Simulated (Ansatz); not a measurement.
Ru2Si (Pnma, No. 62, 12 atoms in the cell; start mp-10025)

These are r²SCAN in Ansatz (PAW) values and carry that method's errors.

Settings: plane-wave cutoff 500 eV, 8×10×6 k mesh (along the axes of the cell as run), Fermi–Dirac smearing 0.05 eV, no spin polarisation, scalar-relativistic PAW data made under PBE.

Cell (relaxed at this level):

```cif
data_Ru8Si4
_chemical_formula_sum 'Si4 Ru8'
_space_group_name_H-M_alt 'P 1'
_space_group_IT_number 1
_cell_length_a 5.26455
_cell_length_b 4.00570
_cell_length_c 7.38977
_cell_angle_alpha 90.000
_cell_angle_beta 90.000
_cell_angle_gamma 90.000
loop_
_space_group_symop_operation_xyz
  'x, y, z'
loop_
_atom_site_label
_atom_site_type_symbol
_atom_site_fract_x
_atom_site_fract_y
_atom_site_fract_z
_atom_site_occupancy
Si1 Si 0.29966 0.25000 0.90233 1
Si2 Si 0.70034 0.75000 0.09767 1
Si3 Si 0.20034 0.75000 0.40233 1
Si4 Si 0.79966 0.25000 0.59767 1
Ru1 Ru 0.51398 0.75000 0.78761 1
Ru2 Ru 0.48602 0.25000 0.21239 1
Ru3 Ru 0.98602 0.25000 0.28761 1
Ru4 Ru 0.01398 0.75000 0.71239 1
Ru5 Ru 0.83316 0.25000 0.93454 1
Ru6 Ru 0.16684 0.75000 0.06546 1
Ru7 Ru 0.66684 0.75000 0.43454 1
Ru8 Ru 0.33316 0.25000 0.56546 1
```

- band gap = zero (no gap)

Note: the relaxation could not lower the start's symmetry, so the cell can be a saddle point above a distorted one.

Spin–orbit coupling is not included.

Computed values are for the static lattice.

It cost around 13 core-minutes (rough) of CPU time.

A start named mp-… is a Materials Project structure, which need not be a measured phase.

Ansatz is a program for electronic structure.
